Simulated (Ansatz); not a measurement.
Results of r²SCAN0 (plane waves, PAW; Ansatz, an electronic-structure program) for CoSn (P6/mmm, No. 191, 6 atoms in the cell; start mp-20536).

Input file:

Ansatz 0.2 input:
```yaml
crystal:
  lattice:
    - [5.2196405644, 0.0, 0.0]
    - [-2.6098202822, 4.5203413274, 0.0]
    - [0.0, 0.0, 4.167055127]
  atoms:
    - { symbol: Co, position: [0.0, 0.5, 0.0] }
    - { symbol: Co, position: [0.5, 0.0, 0.0] }
    - { symbol: Co, position: [0.5, 0.5, 0.0] }
    - { symbol: Sn, position: [0.6666666667, 0.3333333333, 0.5] }
    - { symbol: Sn, position: [0.3333333333, 0.6666666667, 0.5] }
    - { symbol: Sn, position: [0.0, 0.0, 0.0] }
basis:
  ecutwfc: 520
  ecutrho_ratio: 4
  xc_grid: 3
kpoints:
  mp_grid: { grid: [6, 6, 6] }
hamiltonian:
  xc: r2scan0
  dispersion: none
  pseudopotentials: { azcp: { folder: ./paw }, kind: paw }
scf:
  occupations: { method: fermi_dirac, width: 0.01 }
  convergence: { dr2_threshold: 0.0000000006 }
output:
  forces: true
  stress: true
  eigenvalues: true
```

Excerpt of the program's output:

```
WARN output.stress: scf.exx.energy_threshold = 1e-6 eV is looser than the 6e-8 eV advised for a stress under a hybrid functional (1e-8 eV for each atom of the …
Crystal: 6 atoms, lattice volume = 98.320 Å³
Basis set: ecut = 520 eV, 2643 PW (Γ), exchange–correlation on 120×120×96 points (27 copies of the dense FFT grid, shifted against one another)
Bands: 56, of which v1, the nominal top of the filled ones, is band 47 counted from 1 (46 counted from 0)
Symmetry: 24 space group operations
Space group: P6/mmm (ITA 191), of the structure as read, at distance tolerance 4.6e-5 Å
k-points: 28 of 216
Initial density: superposition of atomic densities (chi_scale 0.1, normalization cell, long waves kept (reshape's long-wave potential 0.00 eV rms))
Functional: x = r2scan, c = r2scan; τ floored in thin density (d = 2e-4 eV/Å³), warm-up for x = 0.75 r2scan + 0.25 exact, c = r2scan; τ floored in thin density (d = 2e-4 eV/Å³)
SCF iter   1: F=—  HF=-33517.948384 eV  |F-HF|=—  |Δ(HF+E_count)|=         —  Δρ=2.45e-1  dr2=6.32e1  dr2_τ=6.15e-1
SCF iter   2: F=—  HF=-33515.501965 eV  |F-HF|=—  |Δ(HF+E_count)|=    2.45e0  Δρ=2.08e-1  dr2=2.27e1  dr2_τ=3.50e-1
  ...
SCF 1 converged in 13 iterations: F = -33510.345898 eV  dr2 = 4.24e-10
Crystal: 6 atoms, lattice volume = 98.320 Å³
Initial density: handed on by an earlier stage of this run
  ...
Crystal: 6 atoms, lattice volume = 98.320 Å³
SCF 3 converged in 9 iterations: F = -33499.444526 eV  dr2 = 1.29e-10
Crystal: 6 atoms, lattice volume = 98.320 Å³
SCF 4 converged in 8 iterations: F = -33499.474909 eV  dr2 = 1.33e-10
Crystal: 6 atoms, lattice volume = 98.320 Å³
SCF 5 converged in 6 iterations: F = -33499.483118 eV  dr2 = 1.98e-10
Crystal: 6 atoms, lattice volume = 98.320 Å³
SCF 6 converged in 5 iterations: F = -33499.485335 eV  dr2 = 2.18e-10
Crystal: 6 atoms, lattice volume = 98.320 Å³
Crystal: 6 atoms, lattice volume = 98.320 Å³
Crystal: 6 atoms, lattice volume = 98.320 Å³
SCF iter   2: F=—  HF=-33499.486302 eV  |F-HF|=—  |Δ(HF+E_count)|=   4.22e-9  Δρ=2.49e-6  dr2=5.41e-9  dr2_τ=3.19e-11
SCF iter   3: F=—  HF=-33499.486302 eV  |F-HF|=—  |Δ(HF+E_count)|=  3.20e-10  Δρ=9.09e-7  dr2=6.17e-10  dr2_τ=8.37e-12
SCF 9 converged in 4 iterations: F = -33499.486302 eV  dr2 = 1.91e-10
Free energy (F): -33499.486302 eV
Internal energy: -33499.486051 eV  (E = F + TS)
E sigma→0 (E₀):  -33499.486177 eV
Fermi energy:    15.104767 eV
--- Forces (eV/Å), atoms counted from 1 ---
  atom   1  Co     0.00000000     0.00000000     0.00000000
  atom   2  Co     0.00000000    -0.00000000     0.00000000
  atom   3  Co    -0.00000000     0.00000000     0.00000000
  atom   4  Sn     0.00000000    -0.00000000     0.00000000
  atom   5  Sn     0.00000000     0.00000000     0.00000000
  atom   6  Sn    -0.00000000     0.00000000     0.00000000
--- Stress (GPa, compression-positive) ---
       -1.978388       0.000000       0.000000
        0.000000      -1.978388       0.000000
        0.000000       0.000000      -5.023765
  P = ⅓ Tr σ = -2.9935 GPa (-29.935 kbar)
```

The PAW data were made under PBE.

Note: the run has no spin polarisation, so it can have missed a magnetic state. Note: the run warned that the count of filled bands differs between k points. Note: cell and atoms aren't relaxed at this level (pressure -3.0 GPa).

Cost on a shared machine: about 8 core-minutes (a rough figure).

A start named mp-… is a Materials Project structure, which need not be a measured phase.
